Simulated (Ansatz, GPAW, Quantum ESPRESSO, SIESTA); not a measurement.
## Code comparison for ZrZnNi4 (F-43m, 6 atoms in the cell)

Self-consistent single point.

```
ZrZnNi4
1.0
    0.00000     3.35467     3.35467
    3.35467     0.00000     3.35467
    3.35467     3.35467     0.00000
Zr Zn Ni
1 1 4
Cartesian
  0.00000   0.00000   0.00000
  5.03200   5.03200   5.03200
  4.18716   2.52218   4.18716
  2.52218   2.52218   2.52218
  2.52218   4.18716   4.18716
  4.18716   4.18716   2.52218
```

Shared settings, as Ansatz (an electronic-structure program) writes them: kpoints.mp_grid.grid = 9 9 9; scf.occupations.method = gaussian; scf.occupations.width = 0.136 eV. Potentials and cutoffs stand in the table.

```
code                                                                                                                                 model  pressure (GPa)  largest force (eV/Å)       cutoff
----------------  ------------------------------------------------------------------------------------------------------------------------  --------------  --------------------  -----------
Ansatz                                                                                                 LDA (PW92), PAW files made with PBE           -8.14                 0.019      default
SIESTA            LDA PW92, numerical atomic orbitals DZP, PseudoDojo LDA standard norm-conserving potentials (rewritten from UPF to PSML)          -14.67                 0.099  grid 300 Ry
GPAW                                                                         LDA (Perdew-Wang 92), GPAW PAW datasets LDA (gpaw-data 1.0.1)           -7.46                 0.027       850 eV
Quantum ESPRESSO                                                                            LDA (PZ), PSlibrary PAW (LDA) pseudopotentials           -8.11                 0.026        55 Ry
```

On Ansatz's run: spin polarisation is off.

The spread over the programs that give each value: pressure within 7.21 GPa; largest force within 0.080 eV/Å.

SIESTA uses small atom-centred bases, whose incompleteness enters pressures, forces and empty levels differently from a plane-wave cutoff. Ansatz's pressure is given at a fixed set of plane waves, as the other plane-wave codes print theirs; with its correction for the finite basis it is -8.07 GPa. The same LDA comes in different parametrisations, which differ slightly. In the pressure, SIESTA (by 6.56) lies more than 1 GPa from the median of the plane-wave programs. In the force vectors, SIESTA (by 0.125) lies more than 0.08 eV/Å from the median of the plane-wave programs.

The starting cell comes from a database of computed structures (which also holds hypothetical and non-ambient phases and stackings), without a prior relaxation at this level.

Keys are those of Ansatz 0.2.
